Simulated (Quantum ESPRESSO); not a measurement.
A working Quantum ESPRESSO input for HfO2 (P1, 3 atoms in the cell) (DFT, LDA (PZ), plane waves, GBRV 1.5 ultrasoft (LDA) pseudopotentials):

```fortran
&control
   calculation = 'scf',
   prefix = 'HfO2',
   outdir = './out',
   pseudo_dir = './',
   tprnfor = .true.,
   tstress = .true.,
/
&system
   ibrav = 0,
   nat = 3,
   ntyp = 2,
   ecutwfc = 40,
   ecutrho = 320,
   occupations = 'fixed',
   nbnd = 16,
/
&electrons
   conv_thr = 1.0e-11,
   mixing_beta = 0.4,
/
ATOMIC_SPECIES
Hf   178.4900  hf_lda_v1.uspp.F.UPF
O     15.9990  o_lda_v1.2.uspp.F.UPF
CELL_PARAMETERS angstrom
   0.00000000     2.51608000     2.51608000
   2.51608000     0.00000000     2.51608000
   2.51608000     2.51608000     0.00000000
ATOMIC_POSITIONS angstrom
Hf    0.00312497    0.02350019    0.00318536
O     3.75108780    3.77650021    3.77031569
O     1.27794722    1.23215960    1.25865896
K_POINTS automatic
9 9 9  0 0 0
```

The run converged in 13 iterations: free energy E − TS -3042.9885 eV; top of the valence band (on the code's own zero) 12.40 eV; gap on the k-point mesh 3.79 eV; pressure -6.95 GPa; largest force (vector length) 0.564 eV/Å. Each of these slips is then made, one at a time:

(1)
```diff
-O     1.27794722    1.23215960    1.25865896
+O1     1.27794722    1.23215960    1.25865896
```

(2)
```diff
-   mixing_beta = 0.4,
+   mixing_beta = 1.0,
+   mixing_ndim = 1,
```

Problem. How does each altered input end?

Solution. 
(1) An atom label that is not in the list of species. The program stopped before any SCF iteration.
```
Error in routine read_cards (3):
species O1 in ATOMIC_POSITIONS is nonexistent
```

(2) Unsuitable density mixing. The run converged in 40 iterations, and against the sound input the free energy hardly moves (within 1 meV/atom), the pressure stays at -6.95 GPa, the largest force stays at 0.564 eV/Å and the gap on the mesh stays at 3.789 eV. It cost iterations: the sound input took 13.

The starting cell comes from a database of computed structures (which also holds hypothetical and non-ambient phases and stackings), without a prior relaxation at this level. Its atoms were displaced at random from the sites of space group no. 225. Spin-orbit coupling is off. In the base run, with a pressure of about -7 GPa the cell is away from its equilibrium volume at this level.

Left out of this page: 3 runs of the series outside the window shown, repeating another row's setting, or not comparable; 1 run of the series stopped by limits of time or memory.
